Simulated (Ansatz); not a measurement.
Reference: Zr (P6_3/mmc), PBEsol with spin-orbit coupling, rigid bands (plane waves, PAW; Ansatz, a program for electronic structure); geometry: cell and atoms relaxed with PBEsol.

Space group P6₃/mmc (No. 194); a = 3.1883 Å, b = 3.1883 Å, c = 5.1076 Å, α = 90.00°, β = 90.00°, γ = 120.00°

```tsv
atom	site	symmetry	x	y	z
Zr	2c	-6m2	0.3333	0.6667	0.2500
```

- density of states at the Fermi level per atom = 0.98 states/eV
- Drude plasma energy = 4.1 eV
- root-mean-square Fermi velocity = 3.9 ×10⁵ m/s

Question: Swap Zr for Hf, keeping the structure type. How do these values move?

Answer: Hf (P6_3/mmc): volume per atom 22.5 to 21.6 Å³; density of states at the Fermi level per atom falls (0.98 states/eV to 0.74 states/eV); Drude plasma energy stays about the same (4.1 eV to 4.1 eV); root-mean-square Fermi velocity stays about the same (3.9 ×10⁵ m/s to 4.3 ×10⁵ m/s).

Question: Replace Zr by Os on the same sites and relax. What happens?

Answer: Os (P6_3/mmc): volume per atom 22.5 to 13.9 Å³; density of states at the Fermi level per atom falls (0.98 states/eV to 0.60 states/eV); Drude plasma energy rises (4.1 eV to 8.1 eV); root-mean-square Fermi velocity rises (3.9 ×10⁵ m/s to 7.7 ×10⁵ m/s).

Question: Replace Zr by Cd on the same sites and relax. What happens?

Answer: Cd (P6_3/mmc): volume per atom 22.5 to 21.2 Å³; density of states at the Fermi level per atom falls (0.98 states/eV to 0.23 states/eV); Drude plasma energy rises (4.1 eV to 8.0 eV); root-mean-square Fermi velocity rises (3.9 ×10⁵ m/s to 15.2 ×10⁵ m/s).

Moves up to 17 % count as about the same. Metals at this level; values at 300 K, both spins, means over directions. As a rough test of the mesh, the Fermi surface's area from every second k point differs by up to 11 %.
